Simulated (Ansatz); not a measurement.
Consider BN in the zinc blende structure (space group F-43m, No. 216; a = 3.581 Å). Axes: x, y, z lie along the cube axes.

Level of theory: plane-wave PAW DFT at the LDA level (Ansatz, a first-principles code, 420 eV), without spin-orbit coupling.

Strains are applied to the cell and any free atomic positions relax; under biaxial strain the out-of-plane vector relaxes too.

One change was made to it. Results:

```tsv
quantity	base	after
smallest direct gap	8.83 eV	8.60 eV
band gap	4.39 eV	4.38 eV
valence-band top at Γ (three highest levels, from the VBM)	0.00, 0.00, 0.00 eV	0.00, 0.00, -0.11 eV
```

Question: Which of these changes matches the shifts?
(A) biaxial strain +1.25 %, plane normal [111], relaxed out of plane
(B) biaxial strain −1.25 %, plane normal [111], relaxed out of plane
(C) biaxial strain +1.67 %, plane normal [111], relaxed out of plane
(D) biaxial strain −1.67 %, plane normal [111], relaxed out of plane

Answer: B, biaxial strain −1.25 %, plane normal [111], relaxed out of plane. For comparison, the valence-band top at Γ in the other runs: biaxial strain −1.67 %, plane normal [111], relaxed out of plane gives 0.00, 0.00, -0.15 eV; biaxial strain +1.25 %, plane normal [111], relaxed out of plane gives 0.00, -0.08, -0.08 eV; biaxial strain +1.67 %, plane normal [111], relaxed out of plane gives 0.00, -0.09, -0.09 eV.

Gaps are read on the SCF mesh and a high-symmetry path. Whether these cells are dynamically stable was not tested.
